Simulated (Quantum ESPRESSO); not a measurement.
## A series of runs on Hf₂Al₃Ag (R-3m, 6 atoms in the cell)

```yaml
crystal:
  lattice:
    - [2.70499, -1.56173, 4.32004]
    - [0.00000, 3.12345, 4.32004]
    - [-2.70499, -1.56173, 4.32004]
  atoms:
    - { symbol: Hf, position: [0.62344, 0.62344, 0.62344] }
    - { symbol: Hf, position: [0.37656, 0.37656, 0.37656] }
    - { symbol: Al, position: [0.00000, 0.50000, 0.00000] }
    - { symbol: Al, position: [0.00000, 0.00000, 0.50000] }
    - { symbol: Al, position: [0.50000, 0.00000, 0.00000] }
    - { symbol: Ag, position: [0.00000, 0.00000, 0.00000] }
```

Base run A: LDA (PZ), GBRV 1.5 ultrasoft (LDA) pseudopotentials in Quantum ESPRESSO 7.5, self-consistent single point.

Its settings: ecutwfc = 40 Ry; ecutrho = 320 Ry; occupations = smearing; smearing = methfessel-paxton; degauss = 0.0073499 Ry; potentials = {Hf: hf_lda_v1.uspp.F.UPF, Al: al_lda_v1.uspp.F.UPF, Ag: ag_lda_v1.4.uspp.F.UPF}; K_POINTS = automatic 7 7 7 1 1 1; conv_thr = 1e-10 Ry; mixing_beta = 0.7.

The starting cell comes from a database of computed structures (which also holds hypothetical and non-ambient phases and stackings), without a prior relaxation at this level. Its lattice was rescaled by a random factor within 2.5 % of one. In the base run, with a pressure of about -11 GPa the cell is away from its equilibrium volume at this level.

ΔF is the free energy per atom less that of run A. 

Run A gave: pressure (GPa) -10.95; largest force (eV/Å) 0.038; TS (meV/atom) -0.1; k-points 44.

Runs:
- B: degauss, K_POINTS = 0.002205 Ry, automatic 6 6 6 1 1 1
- C: degauss, K_POINTS = 0.0073499 Ry, automatic 6 6 6 1 1 1
- D: degauss, K_POINTS = 0.02205 Ry, automatic 6 6 6 1 1 1
- E: degauss, K_POINTS = 0.002205 Ry, automatic 7 7 7 1 1 1
- F: degauss, K_POINTS = 0.02205 Ry, automatic 7 7 7 1 1 1
- G: degauss, K_POINTS = 0.002205 Ry, automatic 8 8 8 1 1 1
- H: degauss, K_POINTS = 0.0073499 Ry, automatic 8 8 8 1 1 1
- I: degauss, K_POINTS = 0.02205 Ry, automatic 8 8 8 1 1 1
- J: degauss, K_POINTS = 0.002205 Ry, automatic 10 10 10 1 1 1
- K: degauss, K_POINTS = 0.0073499 Ry, automatic 10 10 10 1 1 1
- L: degauss, K_POINTS = 0.02205 Ry, automatic 10 10 10 1 1 1

Q: What does run E change against A?

A: The free energy stays essentially unchanged (within 1 meV/atom), the pressure moves little (-10.95 to -10.97 GPa) and the largest force goes from 0.038 to 0.048 eV/Å.

Q: What does run C change against A?

A: The free energy rises by 2.4 meV/atom, the pressure moves little (-10.95 to -10.92 GPa) and the largest force goes from 0.038 to 0.047 eV/Å.

```csv
run,ΔF (meV/atom),pressure (GPa),largest force (eV/Å),TS (meV/atom),k-points
A,0.00,-10.95,0.038,-0.1,44
B,2.8,-10.93,0.060,0.2,28
C,2.4,-10.92,0.047,0.7,28
D,0.71,-10.95,0.029,2.6,28
E,-0.02,-10.97,0.048,-0.1,44
F,-0.16,-10.94,0.039,1.6,44
G,1.84,-10.95,0.055,0.0,60
H,1.89,-10.94,0.051,0.1,60
I,0.85,-10.94,0.037,2.9,60
J,1.41,-10.93,0.063,0.1,110
K,1.19,-10.94,0.054,0.2,110
L,0.52,-10.94,0.038,2.0,110
```
